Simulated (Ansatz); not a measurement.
# GaAs, response to strain

Take GaAs in the zinc blende structure (space group F-43m, No. 216; a = 5.6667 Å) as the base. Axes: x, y, z lie along the cube axes.

Strains are applied to the cell and any free atomic positions relax; under biaxial strain the out-of-plane vector relaxes too.

Method: r2SCAN (Ansatz, a program for electronic structure; PAW; 500 eV plane waves; no spin-orbit coupling).

| biaxial strain, plane normal [111], relaxed out of plane (%) | out-of-plane strain (%) |
|---|---|
| -2.5 | 1.11 |
| -2.08 | 0.91 |
| -1.67 | 0.73 |
| -1.25 | 0.54 |
| -0.83 | 0.36 |
| -0.42 | ? |
| 0 | 0.00 |

Question: Fit ε⊥ = −νε + γε² (strains in %) to the rows shown and predict the withheld row.

Answer: Least squares on the printed values gives ν = 0.42 (the biaxial Poisson response) and γ = 0.008 (largest residual 0.00 %); this predicts 0.18 %, and the run gives 0.18 %, in agreement.

No phonon test of stability was made.
